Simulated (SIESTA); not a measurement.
SIESTA run on TiIn (P4/mmm, 2 atoms in the cell): self-consistent single point.

Computed with GGA PBEsol, numerical atomic orbitals DZP, PseudoDojo PBEsol standard norm-conserving potentials (rewritten from UPF to PSML) (SIESTA).

The change in words: lattice scaled by 0.98. Reference geometry:
```
CELL_PARAMETERS angstrom
      2.96351     0.00000     0.00000
      0.00000     2.96351     0.00000
      0.00000     0.00000     4.23930
ATOMIC_POSITIONS crystal
  Ti 0.50000 0.50000 0.50000
  In 0.00000 0.00000 0.00000
```

Reference input (self-consistent single point, DFT, GGA PBEsol, numerical atomic orbitals DZP, PseudoDojo PBEsol standard norm-conserving potentials (rewritten from UPF to PSML)): XC.functional = GGA; XC.authors = PBEsol; potentials = PseudoDojo PBEsol standard; PAO.BasisSize = DZP; PAO.EnergyShift = 0.005 Ry; MeshCutoff = 300 Ry; kgrid.MonkhorstPack = 15 15 10; OccupationFunction = FD; ElectronicTemperature = 0.1 eV; MaxSCFIterations = 150; SCF.Mixer.Method = Broyden; SCF.Mixer.Weight = 0.1. This run's input differs from it in these lines:

```diff
@@ -12,5 +12,5 @@
 %block LatticeVectors
-     2.963511000    0.000000000    0.000000000
-     0.000000000    2.963511000    0.000000000
-     0.000000000    0.000000000    4.239304000
+     2.904241000    0.000000000    0.000000000
+     0.000000000    2.904241000    0.000000000
+     0.000000000    0.000000000    4.154518000
 %endblock LatticeVectors
@@ -18,3 +18,3 @@
 %block AtomicCoordinatesAndAtomicSpecies
-     1.481755500    1.481755500    2.119652000  1
+     1.452120500    1.452120500    2.077259000  1
      0.000000000    0.000000000    0.000000000  2
```

Output, abridged:

```
        iscf     Eharris(eV)        E_KS(eV)     FreeEng(eV)     dDmax    Ef(eV) dHmax(eV)
   scf:    1    -3403.719276    -3416.629037    -3416.668252  1.164797 -5.246103  4.062978
   scf:    2    -3417.075967    -3416.857847    -3416.898562  0.110253 -5.331526  3.419915
   scf:    3    -3417.562353    -3417.300715    -3417.350825  0.337319 -5.681625  0.700648
   scf:    4    -3417.317031    -3417.312822    -3417.363384  0.025712 -5.632586  0.217531
   scf:    5    -3417.309741    -3417.312071    -3417.363159  0.011117 -5.670051  0.191246
   [... 5 lines left out ...]
   scf:   11    -3417.314188    -3417.314195    -3417.364807  0.000213 -5.655504  0.001111
   scf:   12    -3417.314193    -3417.314194    -3417.364808  0.000187 -5.655645  0.000712
   scf:   13    -3417.314191    -3417.314193    -3417.364808  0.000111 -5.655729  0.000474
   scf:   14    -3417.314190    -3417.314191    -3417.364808  0.000069 -5.655788  0.000366
SCF Convergence by DM+H criterion
max |DM_out - DM_in|         :     0.0000686468
max |H_out - H_in|      (eV) :     0.0003660379
SCF cycle converged after 14 iterations

Using DM_out to compute the final energy and forces

siesta: E_KS(eV) =            -3417.3142

siesta: E_KS - E_eggbox =     -3417.3142

siesta: Atomic forces (eV/Ang):
     1   -0.000000    0.000000   -0.000000
     2    0.000000   -0.000000    0.000000
   Tot    0.000000   -0.000000    0.000000
   Max    0.000000
   Res    0.000000    sqrt( Sum f_i^2 / 3N )
   Max    0.000000    constrained

Stress tensor Voigt[x,y,z,yz,xz,xy] (kbar):      -67.28      -67.28      -62.18        0.00        0.00        0.00
(Free)E + p*V (eV/cell)    -3415.9305
Target enthalpy (eV/cell)    -3417.3648

siesta: Program's energy decomposition (eV):
siesta: FreeEng =     -3417.364808

   [... lines left out ...]
siesta: Cell volume =         35.041763 Ang**3
siesta:          65.57891943         65.57891943  kBar
   [... lines left out ...]
               5dxz    5dx2-y2
   2 13.340   1.276   0.062  -0.079   0.041  -0.079   0.536   0.629   0.536
              1.985   1.970   1.990   1.970   1.982   0.056   0.110   0.169

              0.110   0.077

mulliken: Qtot =       25.000

Mulliken Atomic Populations:
Atom #   charge [q] valence [e]  Species
     1     0.339510   11.660490  Ti
     2    -0.339510   13.339510  In
 Total    -0.000000
```

The run converged in 14 iterations. Against the reference run the free energy rises by 17.3 meV/atom and the pressure goes from -1.14 to 6.56 GPa.

The starting cell comes from a database of computed structures (which also holds hypothetical and non-ambient phases and stackings), without a prior relaxation at this level. Its lattice was rescaled by a random factor within 2.5 % of one. For this run, on top of that: lattice scaled by 0.98. Spin polarisation is off. Values carry the incompleteness of an atom-centred basis. With a pressure of about 7 GPa the cell is away from its equilibrium volume at this level.

Cost on one core of a shared machine: roughly 4 min.
